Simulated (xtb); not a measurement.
xtb 6.7.1, GFN1-xTB: Fc1c(F)c(-c2ccc3c(c2)sc2ccccc23)c(F)c(F)c1-c1ccc2ccccc2c1, 47 atoms. The geometry is a generated start, not checked to be a minimum at this level.

```
Property                                        Result
------------------------  ----------------------------
run flags                                      --ohess
method                                        GFN1-xTB
--acc                                      1 (default)
--etemp (K)                              300 (default)
detailed input (--input)  none: broydamp=0.4 (default)
basis functions                                    166
valence electrons                                  160
```

It runs on a single node (AMD EPYC (Zen 5), 96 cores on 1 socket, no SMT, 12 L3 cache groups; 94 cores' worth of CPU time may be used).

Times are wall-clock medians of two to five runs, from launch to exit, with nothing else on the machine. Unless noted, each process is bound to its own block of adjacent cores. The build: conda-forge: gfortran, OpenMP (GNU), OpenBLAS with its own threads; another build can shift the numbers. Scratch files lie in a memory file system. This build's BLAS runs threads of its own beside OpenMP's, on the same cores; «BLAS threads» counts them.

Started as
```bash
OMP_NUM_THREADS=16 OPENBLAS_NUM_THREADS=1 xtb in.xyz --gfn 1 --ohess -P 16 --norestart
```
(16 threads, 1 BLAS thread) it takes 1.6 s and 10 SCC iterations of the first single point.

### Question
Predict the time once the run is changed to 16 threads, 16 BLAS threads.

### Answer
About 16 s (2 runs within 14 %): 9.5× as long. The largest move is in Hessian by displaced gradients: 1.3 s to 12 s. The slower run has 16 BLAS threads beside the program's own on the same cores, and burns 11 times the CPU time. Change in the result: energy equal as printed, frequencies (largest shift) equal as printed.
